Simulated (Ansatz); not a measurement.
Density of states of Li₂O₂ (P6_3/mmc) below the valence band maximum, PBEsol, rigid bands in Ansatz (a first-principles code); cell volume 63.9 Å³.

```
energy from edge (eV)  10⁻³ states/eV/cell
---------------------  -------------------
0.006                                 1830
0.031                                 2260
0.056                                 2490
0.081                                 2770
0.106                                 3080
0.131                                 3470
0.156                                 3980
0.181                                 4080
0.206                                 4150
0.231                                 4250
0.256                                 4350
0.281                                 4590
0.319                                 4560
0.344                                 4520
0.369                                 4470
0.394                                 4450
0.419                                 4420
0.444                                 4400
0.469                                 4360
0.494                                 4350
0.519                                 4310
0.544                                 4290
0.569                                 4260
0.594                                 4240
```

Q: What effective density of states at 300 K does this give (∫ g(E) exp(−E/k_BT) dE, both spins, divided by the cell's size)?

A: 8.7e20 cm⁻³, a density-of-states mass of 10.6 mₑ, valleys and band degeneracy included.

Spin-orbit coupling is left out. Geometry: cell and atoms relaxed with PBEsol.

Formula and space group known from diffraction (Crystallography Open Database), not checked to be the room-temperature form: Li2O2 (P6_3/mmc).
